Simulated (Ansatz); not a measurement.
Given:

```xyz
5
Lattice="5.1151 0.0000 0.0000 -2.5575 4.4298 0.0000 0.0000 0.0000 7.5050" Properties=species:S:1:pos:R:3 pbc="T T T"
Sb     0.0000     2.9532     1.6860
Sb     2.5575     1.4766     5.8190
Ca     0.0000     0.0000     0.0000
Ca     0.0000     2.9532     4.9471
Ca     2.5575     1.4766     2.5579
```

No spin polarisation.

Level of theory: Ansatz (a program for electronic structure) r2SCAN, no SOC. Γ-centred 11×11×6 mesh, Fermi–Dirac width 0.05 eV.

**Question.** Predict the band gap, gap character and electron mass.

**Answer.** 
```json
{
 "band_gap": "1.24 eV",
 "gap_character": "indirect, Γ → K",
 "electron_mass": "0.50 mₑ along c, 0.74 mₑ across (at K)"
}
```

Spin-orbit coupling, missing from the scalar runs, can matter with Sb. Masses are band curvatures over ±0.01 Å⁻¹ around the edge. Stability against distortions was not tested. The cell was made from Mg3Sb2 by this change: Mg → Ca; the result is a hypothetical phase, not in the database extracts checked.
